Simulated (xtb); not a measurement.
xtb 6.7.1, GFN2-xTB: Ti(I)(OEt)3 (CC[O][Ti]([I])([O]CC)[O]CC), 26 atoms. The geometry is a generated start, not checked to be a minimum at this level.

```json
{
 "method": "GFN2-xTB",
 "--acc": "1 (default)",
 "--etemp (K)": "300 (default)",
 "detailed input (--input)": "none: ANC optimiser, Lindh (1995) Hessian, microcycle=20, maxdispl=1.0, hlow=0.01 (default)",
 "basis_functions": "71",
 "valence_electrons": "68"
}
```

```xyz
26

Ti    -0.1148     0.4548     0.1199
I     -0.8886     2.9669     0.1399
O     -1.4647    -0.5150    -0.2021
C     -2.7388    -0.9399     0.1350
C     -3.7600     0.1799    -0.0852
H     -3.0044    -1.8131    -0.4887
H     -2.7537    -1.2529     1.1972
H     -3.6886     0.5386    -1.1136
H     -4.7672    -0.1887     0.0943
H     -3.5581     1.0120     0.5923
O      0.5699     0.2910     1.6828
C      1.1356    -0.8220     2.2926
C      1.0834    -2.0343     1.3535
H      2.1834    -0.5965     2.5579
H      0.5850    -1.0438     3.2242
H      1.6150    -1.7984     0.4250
H      1.5442    -2.9033     1.8184
H      0.0401    -2.2658     1.1159
O      1.0096     0.2845    -1.1490
C      2.2940     0.7038    -1.4617
C      2.2623     2.0054    -2.2693
H      2.8723     0.8622    -0.5279
H      2.7947    -0.0838    -2.0538
H      1.8365     2.8089    -1.6679
H      3.2677     2.2835    -2.5735
H      1.6453     1.8658    -3.1565
```

Charge 0 and multiplicity 1 are set for this test and not shown to be the ground state.

The structure is relaxed from this start with --opt LEVEL for the levels crude, sloppy, loose, lax, normal, tight, vtight, extreme, once each. Up to the end of the extreme run atoms move by at most 1.9 Å along an axis.

Problem. What is the loosest level that ends within 5 meV of the extreme run, and how many cycles does it take?

Solution. lax: 53 cycles against 87, ending 1.6 meV above.

```
level    cycles  energy above the extreme run (meV)  gradient norm (eV/Å)
-------  ------  ----------------------------------  --------------------
crude         1                                 230                  0.20
sloppy        1                                 230                  0.20
loose         1                                 230                  0.20
lax          53                                 1.6                 0.075
normal       58                                0.18                 0.026
tight        61                               0.077                 0.012
vtight       68                               0.034                0.0061
extreme      87                                   —                0.0015
```
